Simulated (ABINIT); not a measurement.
ABINIT run on NaF (Fm-3m, 2 atoms in the cell): self-consistent single point.

Method of the run: LDA (PW92), norm-conserving pseudopotentials (PseudoDojo nc-sr-04 LDA standard) (plane waves; ABINIT).

```xyz
2
Lattice="0.0000 2.3150 2.3150 2.3150 0.0000 2.3150 2.3150 2.3150 0.0000" Properties=species:S:1:pos:R:3 pbc="T T T"
Na     0.0000     0.0000     0.0000
F      2.3150     2.3150     2.3150
```

Reference input (self-consistent single point, DFT, PBE, plane waves, norm-conserving pseudopotentials (PseudoDojo nc-sr-05 PBE standard)): pseudos = [Na.upf, F.upf]; ecut = 44 Ha; occopt = 3; tsmear = 0.00183747 Ha; ngkpt = 6 6 6; nshiftk = 1; shiftk = 0 0 0; potentials = PseudoDojo nc-sr-05 PBE standard; nband = 13; kptopt = 1; nstep = 80; tolvrs = 1e-12. This run's input differs from it in these lines:

```diff
@@ -1,2 +1,2 @@
-# NaF, PseudoDojo nc-sr-05 PBE standard
+# NaF, PseudoDojo nc-sr-04 LDA standard
 pp_dirpath "./"
```

Its files differ too (potentials: PseudoDojo nc-sr-05 PBE standard → PseudoDojo nc-sr-04 LDA standard).

Output, abridged:

```
--- !BeginCycle
solver: {iscf: 7, nstep: 80, nline: 4, wfoptalg: 0, }
tolerances: {tolvrs: 1.00E-12, }
...

     iter   Etot(hartree)      deltaE(h)  residm     vres2
 ETOT  1  -70.228013068995    -7.023E+01 8.158E-02 3.208E+02
 ETOT  2  -70.243757290628    -1.574E-02 1.036E-03 2.824E+02
 ETOT  3  -70.305839592340    -6.208E-02 2.518E-03 1.017E+01
 ETOT  4  -70.307587286484    -1.748E-03 1.391E-04 2.175E-02
 ETOT  5  -70.307591732956    -4.446E-06 3.127E-06 1.463E-03
 ETOT  6  -70.307591961145    -2.282E-07 1.900E-06 2.130E-05
 ETOT  7  -70.307591965071    -3.926E-09 8.739E-08 2.972E-08
 ETOT  8  -70.307591965078    -6.423E-12 5.932E-08 4.722E-09
 ETOT  9  -70.307591965080    -2.217E-12 2.987E-09 9.611E-11
 ETOT 10  -70.307591965078     2.018E-12 1.957E-09 8.262E-13
 At SCF step   10       vres2   =  8.26E-13 < tolvrs=  1.00E-12 =>converged.

 Cartesian components of stress tensor (hartree/bohr^3)
  sigma(1 1)=  1.44514149E-04  sigma(3 2)=  0.00000000E+00
  sigma(2 2)=  1.44514149E-04  sigma(3 1)=  0.00000000E+00
  sigma(3 3)=  1.44514149E-04  sigma(2 1)=  0.00000000E+00

 ----iterations are completed or convergence reached----

 reduced coordinates (array xred) for    2 atoms
       0.000000000000      0.000000000000      0.000000000000
       0.500000000000      0.500000000000      0.500000000000
 cartesian forces (eV/Angstrom) at end:
    1     -0.00000000000000    -0.00000000000000    -0.00000000000000
    2     -0.00000000000000    -0.00000000000000    -0.00000000000000
 frms,max,avg= 0.0000000E+00 0.0000000E+00   0.000E+00  0.000E+00  0.000E+00 e/A
   [... lines left out ...]
 Fermi (or HOMO) energy (hartree) =  -0.00037   Average Vxc (hartree)=  -0.36416
 Fermi (or HOMO) energy (eV) =  -0.01000   Average Vxc (eV)=  -9.90923
   [... lines left out ...]
total_energy        : -7.03075919650780E+01
total_energy_eV     : -1.91316687323399E+03
band_energy         : -1.01255319741212E+01
...

-Cartesian components of stress tensor (GPa)         [Pressure= -4.2518E+00 GPa]
- sigma(1 1)=  4.25175234E+00  sigma(3 2)=  0.00000000E+00
- sigma(2 2)=  4.25175234E+00  sigma(3 1)=  0.00000000E+00
- sigma(3 3)=  4.25175234E+00  sigma(2 1)=  0.00000000E+00

 Calculation completed.
```

The run converged in 10 iterations. Against the reference run the pressure goes from 2.20 to -4.25 GPa and the gap on the mesh goes from 6.354 to 6.005 eV.

The starting cell has typed, rounded lattice constants, without a prior relaxation at this level. With a pressure of about -4 GPa the cell is away from its equilibrium volume at this level.
